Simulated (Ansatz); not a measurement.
Cubic perovskite CsPbF3, treated with rVV10 in Ansatz (plane waves, PAW).

Settings: plane-wave cutoff 520 eV, 8×8×8 k mesh, Fermi–Dirac smearing 0.01 eV, scalar-relativistic PAW data made under PBE.

Energies at three volumes about the minimum:

```
V (Å³/atom)  E − E_lowest (meV/atom)
-----------  -----------------------
22.431                          1.34
22.888                          0.00
23.346                          1.25
```

### Question
Fit a parabola by hand: where is the minimum, what lattice constant follows, and what is the bulk modulus?

### Answer
Slopes: (0.00 − 1.34)/(22.888 − 22.431) = -2.932 and (1.25 − 0.00)/(23.346 − 22.888) = 2.729 meV/Å³. Curvature E″ = 2 × (2.729 − (-2.932))/(23.346 − 22.431) = 12.374 meV/Å⁶. From the middle of the first interval, the slope vanishes at V0 = 22.6595 − (-2.932)/12.374 = 22.896 Å³/atom. B = V0 E″ = 22.896 × 12.374 meV/Å³ × 0.1602 GPa per meV/Å³ = 45.4 GPa. With 5 atoms in the cube, a = (5 × 22.896)^(1/3) = 4.856 Å. The full Birch–Murnaghan fit to all volumes gives V0 = 22.888 Å³/atom and B0 = 45.3 GPa.

Note: the volume lies 5 % above that of the published cell.

Ansatz is a first-principles code.
